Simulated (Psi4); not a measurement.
Psi4 1.11, B3LYP/def2-svp: Si(H)(F)2(Et) (CC[SiH](F)F), 11 atoms. The geometry is a generated start, not checked to be a minimum at this level.

```
Quantity                             Result
--------------------------  ---------------
task                                 energy
method                                b3lyp
basis                              def2-svp
memory                                 3 GB
maxiter                                 100
keys of the molecule block      symmetry c1
scf_type                       df (default)
e_convergence               1e-06 (default)
d_convergence               1e-06 (default)
dft_radial_points              75 (default)
dft_spherical_points          302 (default)
basis functions                         104
grid points                          235883
```

```xyz
11

Si     1.3777     0.3694    -0.3657
F      2.1083    -0.2616     0.9125
F      1.2690     1.9124     0.0464
C     -0.3539    -0.3651    -0.5659
C     -1.2266    -0.1813     0.6796
H      2.3012     0.2692    -1.4692
H     -0.8557     0.0955    -1.4196
H     -0.2830    -1.4300    -0.7933
H     -2.2152    -0.6071     0.5196
H     -1.3444     0.8744     0.9166
H     -0.7774    -0.6757     1.5391
```

With the defaults (diis = true, scf_initial_accelerator = adiis, damping_percentage = 0, guess = auto, which took SAD, soscf = false, soscf_start_convergence = 0.01, diis_max_vecs = 10, level_shift = 0, level_shift_cutoff = 0.01, diis_start = 1) it converges in 9 SCF iterations. One run each on 2 threads, with these changes:
- guess = core
- diis_max_vecs = 3
- diis = false, scf_initial_accelerator = none, damping_percentage = 60
- guess = huckel
- level_shift = 0.5, level_shift_cutoff = 0.001
- guess = modhuckel
- damping_percentage = 20
- diis_start = 4
- soscf = true, soscf_start_convergence = 0.001

Task: Which runs fail or end elsewhere than the default run?

Result: No convergence: diis = false, scf_initial_accelerator = none, damping_percentage = 60 (the run ends without SCF convergence in 100 iterations). The rest reach the solution of the defaults.

```
setting                                                                SCF iterations  JK calls             end
---------------------------------------------------------------------  --------------  --------  --------------
soscf = true, soscf_start_convergence = 0.001                                       6        17   same solution
level_shift = 0.5, level_shift_cutoff = 0.001                                       8         9   same solution
the defaults                                                                        9        10   same solution
diis_max_vecs = 3                                                                   9        10   same solution
guess = modhuckel                                                                  10        31   same solution
guess = huckel                                                                     10        31   same solution
diis_start = 4                                                                     13        14   same solution
guess = core                                                                       13        13   same solution
damping_percentage = 20                                                            17        18   same solution
diis = false, scf_initial_accelerator = none, damping_percentage = 60             100       101  no convergence
```

An SOSCF iteration holds several JK calls; a Hückel guess adds calls on atoms.
